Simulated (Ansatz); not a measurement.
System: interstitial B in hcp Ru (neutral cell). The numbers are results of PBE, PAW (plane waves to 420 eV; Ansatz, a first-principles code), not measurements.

Cell of 36 host sites held at the relaxed PBE lattice; a 2×2×2 k-point mesh shifted by half a step along c; Fermi-Dirac width 0.10 eV, spin-restricted; finite-size errors left in. No zero-point or tunnelling terms. Sites that were not tried may lie lower.

Barriers: single points on a 4×4×4 k-point mesh shifted by half a step along c at the bands' geometries (they differ from the bands' own by up to 0.13 eV, and are uncertain by about as much).

The step: a direct jump of one B atom. Atoms about the jump, Cartesian Å from the middle of the jump, before and after:

```csv
atom,x0,y0,z0,x1,y1,z1
B1,0.68,-1.18,0.00,-0.68,1.18,0.00
Ru2,-0.77,-0.34,-1.13,-0.68,-0.50,-1.13
Ru3,0.68,0.50,1.13,0.77,0.34,1.13
Ru4,0.68,1.99,-1.09,0.77,2.02,-1.13
Ru5,2.13,-0.34,-1.13,2.06,-0.41,-1.09
Ru6,-2.06,0.41,1.09,-2.13,0.34,1.13
Ru7,-0.77,-2.02,1.13,-0.68,-1.99,1.09
Ru8,-2.04,1.96,-1.07,-2.13,2.02,-1.13
Ru9,0.68,-2.86,-1.13,0.68,-2.75,-1.07
Ru10,-0.68,2.75,1.07,-0.68,2.86,1.13
Ru11,2.13,-2.02,1.13,2.04,-1.96,1.07
Ru12,0.68,0.40,-3.23,0.69,0.39,-3.23
Ru13,-0.69,-0.39,3.23,-0.68,-0.40,3.23
```

Problem. Predict the transition state.

Solution. 
| atom | x | y | z |
|---|---|---|---|
| B1 | 0.03 | 0.01 | -0.04 |
| Ru2 | -1.00 | -0.58 | -1.44 |
| Ru3 | 0.98 | 0.56 | 1.42 |
| Ru4 | 0.65 | 1.95 | -1.08 |
| Ru5 | 2.02 | -0.41 | -1.08 |
| Ru6 | -2.01 | 0.40 | 1.05 |
| Ru7 | -0.65 | -1.95 | 1.05 |
| Ru8 | -2.06 | 1.96 | -1.09 |
| Ru9 | 0.67 | -2.77 | -1.09 |
| Ru10 | -0.67 | 2.77 | 1.07 |
| Ru11 | 2.06 | -1.97 | 1.07 |
| Ru12 | 0.67 | 0.38 | -3.25 |
| Ru13 | -0.67 | -0.39 | 3.23 |
It lies 1.96 eV above the start and 1.96 eV above the end. The saddle point's order was not checked, and it lies on a symmetry element of the cell, where a band can be held. Symmetry-equivalent saddle points exist between the same ends.
